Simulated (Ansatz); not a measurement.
# Short convergence ladders for ScAl (Pm-3m, 2 atoms in the cell)

```
CELL_PARAMETERS angstrom
      3.38046     0.00000     0.00000
      0.00000     3.38046     0.00000
      0.00000     0.00000     3.38046
ATOMIC_POSITIONS crystal
  Sc 0.50000 0.50000 0.50000
  Al 0.00000 0.00000 0.00000
```

Base method: LDA (PW92), default PAW files made with PBE (plane waves; Ansatz, a quantum-chemistry and plane-wave program).

Base settings: basis.ecutwfc = 30.9 Ry; kpoints.mp_grid.grid = 10 10 10; hamiltonian.xc = lda; hamiltonian.pseudopotentials = {kind: paw} (the program's default PAW files); scf.occupations.method = fermi_dirac; scf.occupations.width = 0.0073 Ry.

Core times come from one kind of shared machine, to one figure; runs under 30 s give none.

**Zone-centre phonons against the cutoff**

In this ladder: phonons.method = dfpt.

The mesh stays at the base's, so the ladder's end is converged at best in this setting alone.

Frequencies are those of the unrelaxed cell, without the LO-TO term of polar crystals.

Only quantities that move along the ladder and can be compared are tabulated.

```csv
basis.ecutwfc,highest zone-centre frequency (cm⁻¹)
15.4 Ry,246.9
18.4 Ry,275.5
21.7 Ry,265.6
26.1 Ry,264.9
30.9 Ry,265.2
37.1 Ry,265.2
46.3 Ry,265.1
```

Coarsest basis.ecutwfc that holds the highest zone-centre frequency within 2 cm⁻¹ of the last step, with all finer ones: 21.7 Ry; the step before is off by 10 cm⁻¹.

**The q mesh of the phonons**

In this ladder: kpoints.mp_grid.grid = 12 12 12; phonons.method = dfpt.

Only quantities that move along the ladder and can be compared are tabulated.

Thermal sums run over frequencies interpolated from this q mesh.

```tsv
phonons.qmesh	zero-point energy (meV/atom)	vibrational free energy at 300 K (meV/atom)	core time / last (rough)
1 1 1	33.96	-10.29	–
2 2 2	37.29	-6.84	0.06
3 3 3	37.25	-7.02	0.1
4 4 4	37.28	-6.71	0.3
6 6 6	37.28	-6.79	1
```

Coarsest phonons.qmesh that holds the vibrational free energy at 300 K within 2 meV/atom of the last step, with all finer ones: 2 2 2, at about 0.06 of the last step's time; the step before is off by 3.5 meV/atom.

Coarsest phonons.qmesh that holds the zero-point energy within 1 meV/atom of the last step, with all finer ones: 2 2 2, at about 0.06 of the last step's time; the step before is off by 3.3 meV/atom.

On the base run: the starting cell comes from a database of computed structures (which also holds hypothetical and non-ambient phases and stackings), without a prior relaxation at this level. Its lattice was rescaled by up to half a per cent. In the base run, with a pressure of about -5 GPa the cell is away from its equilibrium volume at this level.

Keys are those of Ansatz 0.2.
